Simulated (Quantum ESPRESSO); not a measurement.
Quantum ESPRESSO run on BaMgF₄ (Cmc2_1, 12 atoms in the cell): self-consistent single point.

Level of theory: PBEsol, GBRV 1.5 ultrasoft (PBESOL) pseudopotentials (plane waves; Quantum ESPRESSO).

```
BaMgF4
1.0
    2.06049    -7.24399     0.00000
    2.06049     7.24399     0.00000
    0.00000     0.00000     5.81496
Ba Mg F
2 2 8
Direct
  0.14833   0.85167   0.53730
  0.85167   0.14833   0.03730
  0.58564   0.41436   0.00000
  0.41436   0.58564   0.50000
  0.69595   0.30405   0.80500
  0.30405   0.69595   0.30500
  0.66544   0.33456   0.26680
  0.33456   0.66544   0.76680
  0.52502   0.47498   0.69000
  0.47498   0.52502   0.19000
  0.07870   0.92130   0.99170
  0.92130   0.07870   0.49170
```

Reference input (self-consistent single point, DFT, PBEsol, plane waves, GBRV 1.5 ultrasoft (PBESOL) pseudopotentials): ecutwfc = 40 Ry; ecutrho = 200 Ry; occupations = smearing; smearing = mp; degauss = 0.0099958 Ry; potentials = {Ba: ba_pbesol_v1.uspp.F.UPF, Mg: mg_pbesol_v1.4.uspp.F.UPF, F: f_pbesol_v1.4.uspp.F.UPF}; K_POINTS = automatic 5 5 3 0 0 0; conv_thr = 1e-09 Ry; mixing_beta = 0.7. This run's input differs from it in these lines:

```diff
@@ -13,4 +13,4 @@
     ntyp = 3
-    ecutwfc = 40
-    ecutrho = 200
+    ecutwfc = 24
+    ecutrho = 120
     occupations = 'smearing'
```

Output, abridged:

```
     Self-consistent Calculation

     iteration #  1     ecut=    24.00 Ry     beta= 0.70

---- Real-time Memory Report at c_bands before calling an iterative solver
           202 MiB given to the printing process from OS
            77 MiB allocation reported by mallinfo(arena+hblkhd)
------------------

     Threshold (ethr) on eigenvalues was too large:
     Diagonalizing with lowered threshold

---- Real-time Memory Report at c_bands before calling an iterative solver
           251 MiB given to the printing process from OS
           102 MiB allocation reported by mallinfo(arena+hblkhd)
------------------

   [... lines left out ...]
           266 MiB given to the printing process from OS
           108 MiB allocation reported by mallinfo(arena+hblkhd)
------------------

     negative rho (up, down):  1.884E-01 0.000E+00

     total energy              =    -779.61534440 Ry
     estimated scf accuracy    <          1.5E-09 Ry

     iteration # 10     ecut=    24.00 Ry     beta= 0.70

---- Real-time Memory Report at c_bands before calling an iterative solver
           266 MiB given to the printing process from OS
           108 MiB allocation reported by mallinfo(arena+hblkhd)
------------------

     negative rho (up, down):  1.884E-01 0.000E+00
     End of self-consistent calculation

     the Fermi energy is     5.2500 ev

!    total energy              =    -779.61534440 Ry
     estimated scf accuracy    <          7.6E-11 Ry
     smearing contrib. (-TS)   =       0.00000000 Ry
     internal energy E=F+TS    =    -779.61534440 Ry

     convergence has been achieved in  10 iterations

     negative rho (up, down):  1.884E-01 0.000E+00

     Forces acting on atoms (cartesian axes, Ry/au):

     atom    1 type  1   force =     0.00000000    0.00040567    0.00310080
     atom    2 type  1   force =     0.00000000   -0.00040567    0.00310080
     atom    3 type  2   force =     0.00000000    0.00222626    0.00280801
     atom    4 type  2   force =     0.00000000   -0.00222626    0.00280801
     atom    5 type  3   force =     0.00000000    0.00036106   -0.00337875
   [... lines left out ...]
     Total force =     0.013821     Total SCF correction =     0.000034
   [... lines left out ...]

     negative rho (up, down):  1.884E-01 0.000E+00
          total   stress  (Ry/bohr**3)                   (kbar)     P=     -656.17
  -0.00447367   0.00000000   0.00000000         -658.10        0.00        0.00
   0.00000000  -0.00445687   0.00000000            0.00     -655.63        0.00
   0.00000000   0.00000000  -0.00445112            0.00        0.00     -654.78

   JOB DONE.
```

The run converged in 10 iterations. Against the reference run the free energy goes up by 1.22 eV/atom, the pressure goes from -0.17 to -65.62 GPa, the largest force goes from 0.133 to 0.172 eV/Å and the gap on the mesh goes from 6.994 to 6.977 eV.

The starting cell comes from a database of published, mostly measured structures (it also holds non-ambient and calculated ones), without a prior relaxation at this level. At the lowered cutoff the pressure carries the error of an incomplete plane-wave basis.

Cost on one core of a shared machine: roughly 2 min.
